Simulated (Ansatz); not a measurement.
**WSi2: stress against strain**

WSi2 (MoSi2 type, I4/mmm, 13.362 Å³/atom at rest, c along z) under a strain ε along c (axis z), the other axes held. PBEsol in Ansatz, a plane-wave DFT program (PAW, default set), 420 eV, 25×25×25 Γ-centred mesh, Fermi-Dirac smearing 0.10 eV; ions are relaxed within the symmetry of each cell. Stress is positive for a compressed cell.

Here s stands for strain and y for stress zz.

```
strain (%)  stress zz (GPa)
----------  ---------------
-1.50                  8.93
-1.00                  5.81
-0.50                  2.83
0.00                  -0.01
0.50                  -2.72
1.00                  -5.29
1.50                  -7.73
3.00                      ?
```

Fit y of the 7 rows that show it with a straight line. Means: s 0, y 0.260. About the means, the sum of products is -38.865 and the sum of squares of s is 7.0000; the slope is their ratio. Least squares gives y = 0.260 - 5.5521·s. Residuals (row less fit): 0.342, -0.002, -0.206, -0.270, -0.204, 0.002, 0.338; standard error 0.279 (degrees of freedom: 5). The slope gives the elastic constant C33 = 555 ± 11 GPa.

**Question.** Estimate the missing y (s = 3.00); what did the run itself give?

**Answer.** y = 0.260 - 5.5521 × 3.0 = -16.396 GPa. The calculation gives -14.34 GPa, 2.056 GPa above the prediction (8.8 % of the range of y in the table). The row lies outside the fitted rows, so this is an extrapolation. From the scatter of the fitted rows alone, a prediction at this place has a standard error of 0.434 GPa, so the miss is 4.7 times that.

One order more, fitted to all 13 runs of the series, follows each within 0.04, so the miss is the next term of a smooth law. In a metal these values are sensitive to mesh and smearing; energies are taken to zero smearing, stresses follow the free energy. Rows are the converged runs of the series near zero and its far end; series whose fitted rows scatter by over a few per cent of the range, as at a crossing or softening among them, aren't shown in this form. Most that stay on the fit to the last digits aren't either.
